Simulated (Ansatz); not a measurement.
Levels about the gap of amorphous Si30N41Ga (72 atoms in a cell of 811 Å³, 3.04 g/cm³; zone centre alone, so wide bands show as single levels with stretches between that a denser mesh fills), at the geometry that PBE relaxed, where it gives 3.3 GPa on a denser mesh. Exact exchange is cut at the faces of this small cell, which leaves a finite-size error. The participation number counts the atoms over which a state spreads; weights are charges in smoothed Voronoi cells. The levels come from a single point, so bond lengths are those of that geometry. Method of the levels: HSE06, scalar-relativistic without spin-orbit coupling (Ansatz, an electronic-structure program). Sampling: the zone centre alone; Fermi-Dirac width 0.01 eV; collinear spin, started from moments on atoms (the moments died out). At PBE the levels at both edges of the gap are localised (band-tail or defect states), and the nearest spread-out levels lie 3.3 eV apart at the zone centre.

It comes from a melt-quench run on a machine-learned potential (CHGNet), relaxed afterwards by DFT. N atoms were pushed apart under 1.9 Å during the dynamics, to hinder bonds among them. The hot cell started wider than the set density and was brought back towards it in steps. It is the lowest in DFT energy of 2 quenches. It is a model cell: composition and starting density were chosen by hand, and all elements were melted together. No dispersion term was used. Its density started from a set value of 3.04 and ended at 3.04 g/cm³. The simulated quench (nominally 300 K/ps over its main leg) is rapid and tends to freeze in more defects than a deposited or slowly cooled glass has. Values belong to this one cell and scatter from quench to quench. The volume was held where the preparation left it and the shape relaxed, at a PBE pressure of 3.3 GPa. Stress components on the final sampling reach 3.4 GPa.

| E - E(highest filled), eV | filling | spin | participation number | largest on | weight N | weight Si | weight Ga |
|---|---|---|---|---|---|---|---|
| -0.47 | filled | dn | 23.2 | N, 3 neighbours | 0.89 | 0.10 | 0.01 |
| -0.32 | filled | dn | 18.0 | N, 3 neighbours | 0.90 | 0.09 | 0.00 |
| -0.32 | filled | up | 18.0 | N, 3 neighbours | 0.90 | 0.09 | 0.00 |
| -0.30 | filled | up | 9.8 | N, 3 neighbours | 0.90 | 0.09 | 0.01 |
| -0.30 | filled | dn | 9.8 | N, 3 neighbours | 0.90 | 0.09 | 0.01 |
| 0.00 | filled | dn | 6.2 | N, 3 neighbours | 0.90 | 0.09 | 0.01 |
| 0.00 | filled | up | 6.2 | N, 3 neighbours | 0.90 | 0.09 | 0.01 |
| 3.08 | empty | dn | 6.4 | Si, 3 neighbours | 0.47 | 0.52 | 0.00 |
| 3.08 | empty | up | 6.4 | Si, 3 neighbours | 0.47 | 0.52 | 0.00 |
| 4.43 | empty | dn | 38.4 | Si, 3 neighbours | 0.47 | 0.47 | 0.05 |
| 4.43 | empty | up | 38.4 | Si, 3 neighbours | 0.47 | 0.47 | 0.05 |
| 4.86 | empty | up | 23.9 | Si, 4 neighbours | 0.43 | 0.56 | 0.01 |
| 4.86 | empty | dn | 23.9 | Si, 4 neighbours | 0.43 | 0.56 | 0.01 |
| 5.08 | empty | up | 32.2 | Si, 4 neighbours | 0.44 | 0.56 | 0.01 |

Most localised among these is the filled level at -0.00 eV, on a N atom, which has 3 neighbours (Si 1.68 Å, Si 1.69 Å, Ga 1.98 Å).
